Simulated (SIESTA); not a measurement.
# A series of runs on BiB (F-43m, 2 atoms in the cell)

```xyz
2
Lattice="0.0000 2.8041 2.8041 2.8041 0.0000 2.8041 2.8041 2.8041 0.0000" Properties=species:S:1:pos:R:3 pbc="T T T"
Bi     1.4020     1.4020     1.4020
B      0.0000     0.0000     0.0000
```

Base run A: GGA PBE, numerical atomic orbitals DZP, PseudoDojo PBE standard norm-conserving potentials (rewritten from UPF to PSML) run with SIESTA, self-consistent single point.

Its settings: XC.functional = GGA; XC.authors = PBE; potentials = PseudoDojo PBE standard; PAO.BasisSize = DZP; PAO.EnergyShift = 0.005 Ry; MeshCutoff = 350 Ry; kgrid.MonkhorstPack = 8 8 8; OccupationFunction = FD; ElectronicTemperature = 100 meV; MaxSCFIterations = 150; SCF.Mixer.Method = Pulay; SCF.Mixer.Weight = 0.1; SCF.Mixer.History = 8; SCF.DM.Tolerance = 1.0E-05.

The starting cell was generated: these elements placed on a structure prototype, without a prior relaxation; it need not be a known phase or ordering of this composition. Values carry the incompleteness of an atom-centred basis.

ΔF is the free energy per atom less that of run A. 

Runs:
- B: lattice scaled by 0.97
- C: lattice scaled by 0.97; MeshCutoff: 350 Ry → 210 Ry
- D: lattice scaled by 0.985
- E: lattice scaled by 0.985; MeshCutoff: 350 Ry → 210 Ry
- F: lattice scaled by 1.015
- G: lattice scaled by 1.015; MeshCutoff: 350 Ry → 210 Ry
- H: lattice scaled by 1.03
- I: lattice scaled by 1.03; MeshCutoff: 350 Ry → 210 Ry
- J: MeshCutoff: 350 Ry → 210 Ry

```csv
run,ΔF (meV/atom),pressure (GPa)
A,0.00,-2.00
B,14.0,5.09
C,11.0,5.13
D,-4.0,1.08
E,-7.1,1.13
F,20.9,-4.55
G,16.1,-4.50
H,56.7,-6.49
I,51.7,-6.44
J,-4.3,-1.94
```

Run H against A: The free energy rises by 56.7 meV/atom and the pressure goes from -2.00 to -6.49 GPa.

Run G against A: The free energy goes up by 16.1 meV/atom and the pressure goes from -2.00 to -4.50 GPa.

Run J against A: The free energy goes down by 4.3 meV/atom and the pressure hardly changes (-2.00 to -1.94 GPa).
